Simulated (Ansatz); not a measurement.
**A constructed model of the (110) surface of bcc Ta, a layer of Ag in place of the third plane (bottom of the slab: a bare face, its two planes held)**

Calculation: PBE (plane waves to 420 eV, PAW; Ansatz, a quantum-chemistry and plane-wave program).

Set-up: 6 atoms, 11.4 Å thick at the start; mesh 14x14x1; 0.1 eV smearing; dipole correction on; 2 atoms held, the rest relaxed; symmetry of the start imposed; no spin, no spin-orbit, no U. In PBE it is, or lies within 0.01 eV a 1x1 cell of, the lowest of the 2 structures of its composition computed so far; larger cells were not tried.

```yaml
work_function_of_the_top_face: 4.73 eV
energy_released_by_relaxation: 0.28 eV
cost: about 6 core-minutes (a rough figure)
```
